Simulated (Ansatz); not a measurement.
Worked calculations on one periodic cell of amorphous Zr$_{20}$O$_{42}$Ti: Zr20O42Ti, 63 atoms, volume 810.5 Å³, made by a melt-quench on the CHGNet potential and relaxed with DFT. O atoms were pushed apart under 1.9 Å during the dynamics, to hinder bonds among them. It is a model cell: composition and starting density were chosen by hand, and all elements were melted together. These are PBE, scalar-relativistic without spin-orbit coupling (plane waves to 420 eV, PAW; Ansatz, a first-principles code) values and carry that method's errors. Sampling: a 2×2×2 Γ-centred mesh; Fermi-Dirac width 0.02 eV; no spin polarisation. Its volume was held where the quench left it, its shape was free, and it stands at a mean pressure of -1.7 GPa with stress components up to 1.7 GPa; the relaxation ran on the zone centre alone. Its density went from a set 5.21 to 5.21 g/cm³. The cell is small and was quenched far faster than a real film, so it is one sample of the glass.

### Question
Count formal charges (Zr +4, O -2, Ti +4). What does the count lead one to expect at the Fermi level, and what does the calculation give?

### Answer
20 × (+4) + 42 × (-2) + 1 × (+4) = 0. The charges balance, so the anion-derived valence states can be full and a gap can open. On this mesh the highest filled and lowest empty level lie 3.15 eV apart, the PBE gap of this cell, with a localised state at one edge or both.

Four energies for an added electron at PBE on the zone centre alone (charged cells in a uniform background, spin-polarised): neutral at the neutral geometry -110109.551 eV; charged at the neutral geometry -110097.191 eV; charged and relaxed -110097.486 eV; neutral at the charged geometry -110109.055 eV.

### Question
Find the two relaxation energies and their sum, the reorganisation energy.

### Answer
On charging: -110097.191 − (-110097.486) = 0.295 eV. On discharging: -110109.055 − (-110109.551) = 0.496 eV. The sum is 0.791 eV. The carrier's level spreads over 4 of the 63 atoms' worth, so it counts as localised, most on one Ti atom with neighbours O 1.84 Å, O 1.85 Å, O 1.92 Å, O 2.02 Å, O 2.03 Å (neutral geometry). The values are uncorrected: the image energy of a point charge in this cell, 2.84 × 14.40 / (2 × 9.3) = 2.2 eV before screening, is screened by electrons alone at the fixed geometry and by ions too after relaxing, and the carrier can be spread before it relaxes, so each term can be off by up to that value times 1/ε∞, some tenths of an eV. PBE's self-interaction favours spread-out carriers, so a hybrid can localise more.

Four energies for a hole at PBE on the zone centre alone (charged cells in a uniform background, spin-polarised): neutral at the neutral geometry -110109.551 eV; charged at the neutral geometry -110118.462 eV; charged and relaxed -110118.647 eV; neutral at the charged geometry -110109.068 eV.

### Question
Find the two relaxation energies and their sum, the reorganisation energy.

### Answer
On charging: -110118.462 − (-110118.647) = 0.185 eV. On discharging: -110109.068 − (-110109.551) = 0.483 eV. The sum is 0.668 eV. The carrier's level spreads over 5 of the 63 atoms' worth, so it counts as localised, most on one O atom with neighbours Zr 2.03 Å, Zr 2.17 Å, Zr 2.21 Å (neutral geometry). The values are uncorrected: the image energy of a point charge in this cell, 2.84 × 14.40 / (2 × 9.3) = 2.2 eV before screening, is screened by electrons alone at the fixed geometry and by ions too after relaxing, and the carrier can be spread before it relaxes, so each term can be off by up to that value times 1/ε∞, some tenths of an eV. PBE's self-interaction favours spread-out carriers, so a hybrid can localise more.
